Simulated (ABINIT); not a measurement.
Worked example: self-consistent single point of HgS (F-43m, 2 atoms in the cell) in ABINIT.

Method: PBE, norm-conserving pseudopotentials (PseudoDojo nc-sr-05 PBE standard) (plane waves; ABINIT).

The change in words: lattice scaled by 0.98. Reference geometry:
```yaml
crystal:
  lattice:
    - [0.00000, 2.92363, 2.92363]
    - [2.92363, 0.00000, 2.92363]
    - [2.92363, 2.92363, 0.00000]
  atoms:
    - { symbol: Hg, position: [0.00000, 0.00000, 0.00000] }
    - { symbol: S, position: [0.25000, 0.25000, 0.25000] }
```

Reference input (self-consistent single point, DFT, PBE, plane waves, norm-conserving pseudopotentials (PseudoDojo nc-sr-05 PBE standard)): pseudos = [Hg.upf, S.upf]; ecut = 33 Ha; ixc = 11; occopt = 3; tsmear = 0.00183747 Ha; ngkpt = 13 13 13; nshiftk = 1; shiftk = 0 0 0; potentials = PseudoDojo nc-sr-05 PBE standard; nband = 18; kptopt = 1; nstep = 80. This run's input differs from it in these lines:

```diff
@@ -5,5 +5,5 @@
 rprim
-        -0.0000000000    2.9236350000    2.9236350000
-         2.9236350000    0.0000000000    2.9236350000
-         2.9236350000    2.9236350000    0.0000000000
+         0.0000000000    2.8651620000    2.8651620000
+         2.8651620000    0.0000000000    2.8651620000
+         2.8651620000    2.8651620000    0.0000000000
 natom 2
```

Output, abridged:

```
--- !BeginCycle
solver: {iscf: 7, nstep: 80, nline: 4, wfoptalg: 0, }
tolerances: {tolvrs: 1.00E-10, }
...

     iter   Etot(hartree)      deltaE(h)  residm     vres2
 ETOT  1  -177.48888662881    -1.775E+02 1.886E-01 1.445E+02
 ETOT  2  -177.62424728832    -1.354E-01 2.781E-02 2.447E+01
 ETOT  3  -177.62806635040    -3.819E-03 4.622E-03 6.663E-01
 ETOT  4  -177.62813063342    -6.428E-05 1.499E-03 9.646E-02
 ETOT  5  -177.62815028328    -1.965E-05 2.890E-03 7.631E-03
 ETOT  6  -177.62815065006    -3.668E-07 5.739E-04 5.500E-04
 ETOT  7  -177.62815069227    -4.221E-08 1.541E-03 3.983E-06
 ETOT  8  -177.62815069254    -2.681E-10 4.229E-04 4.864E-07
 ETOT  9  -177.62815069259    -4.889E-11 9.041E-04 5.309E-09
 ETOT 10  -177.62815069257     1.950E-11 1.971E-04 7.043E-11
 At SCF step   10       vres2   =  7.04E-11 < tolvrs=  1.00E-10 =>converged.

 Cartesian components of stress tensor (hartree/bohr^3)
  sigma(1 1)= -3.14311393E-04  sigma(3 2)=  0.00000000E+00
  sigma(2 2)= -3.14311393E-04  sigma(3 1)=  0.00000000E+00
  sigma(3 3)= -3.14311393E-04  sigma(2 1)=  0.00000000E+00

 ----iterations are completed or convergence reached----

 reduced coordinates (array xred) for    2 atoms
       0.000000000000      0.000000000000      0.000000000000
       0.250000000000      0.250000000000      0.250000000000
 cartesian forces (eV/Angstrom) at end:
    1      0.00000000000000     0.00000000000000    -0.00000000000000
    2     -0.00000000000000    -0.00000000000000     0.00000000000000
 frms,max,avg= 1.2242111E-27 1.9179702E-27   0.000E+00  0.000E+00  0.000E+00 e/A
   [... lines left out ...]
 Fermi (or HOMO) energy (hartree) =   0.22581   Average Vxc (hartree)=  -0.36704
 Fermi (or HOMO) energy (eV) =   6.14461   Average Vxc (eV)=  -9.98778
   [... lines left out ...]
total_energy        : -1.77628150692567E+02
total_energy_eV     : -4.83350779283737E+03
band_energy         : -2.06329580036192E+01
...

-Cartesian components of stress tensor (GPa)         [Pressure=  9.2474E+00 GPa]
- sigma(1 1)= -9.24735890E+00  sigma(3 2)=  0.00000000E+00
- sigma(2 2)= -9.24735890E+00  sigma(3 1)=  0.00000000E+00
- sigma(3 3)= -9.24735890E+00  sigma(2 1)=  0.00000000E+00

 Calculation completed.
```

The run converged in 10 iterations. Against the reference run the free energy goes up by 61.1 meV/atom and the pressure goes from 4.31 to 9.25 GPa.

The starting cell comes from a database of computed structures (which also holds hypothetical and non-ambient phases and stackings), without a prior relaxation at this level. Its lattice was rescaled by a random factor within 2.5 % of one. For this run, on top of that: lattice scaled by 0.98. With a pressure of about 9 GPa the cell is away from its equilibrium volume at this level. The run gives no clean gap (levels at the Fermi energy touch, overlap or are partly filled at this smearing), which alone does not show that the compound is a metal.

Cost on one core of a shared machine: roughly 3 min.
